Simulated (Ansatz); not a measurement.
Pressure series in SiC

Start from SiC in the zinc blende structure (space group F-43m, No. 216; a = 4.380 Å).

Cell and atoms are relaxed at each pressure.

Method: PBE (Ansatz, a first-principles code), spin-orbit coupling left out.

```tsv
variant	width of the top valence band	band gap	smallest direct gap	shortest interatomic distance
base	4.63 eV	1.37 eV	4.53 eV	1.896 Å
pressure −2 GPa	4.59 eV	1.38 eV	4.52 eV	1.902 Å
pressure −1 GPa	4.61 eV	1.38 eV	4.53 eV	1.899 Å
pressure 0.9 GPa	4.64 eV	1.37 eV	4.53 eV	1.894 Å
pressure 2.1 GPa	4.66 eV	1.36 eV	4.54 eV	1.890 Å
pressure 4.5 GPa	4.70 eV	1.35 eV	4.55 eV	1.884 Å
pressure 9 GPa	___	___	___	___
pressure 15 GPa	4.87 eV	1.31 eV	4.59 eV	1.857 Å
pressure 22.5 GPa	4.98 eV	1.29 eV	4.62 eV	1.841 Å
pressure 30 GPa	5.07 eV	1.26 eV	4.64 eV	1.826 Å
```

Question: Fill in the withheld entries from the trend.

Answer: 
- pressure 9 GPa, width of the top valence band: 4.78 eV
- pressure 9 GPa, band gap: 1.34 eV
- pressure 9 GPa, smallest direct gap: 4.57 eV
- pressure 9 GPa, shortest interatomic distance: 1.872 Å

Load acts through the strain it causes; cell and atoms are relaxed under it. Whether these cells are dynamically stable was not tested. Competing high-pressure phases were not computed.
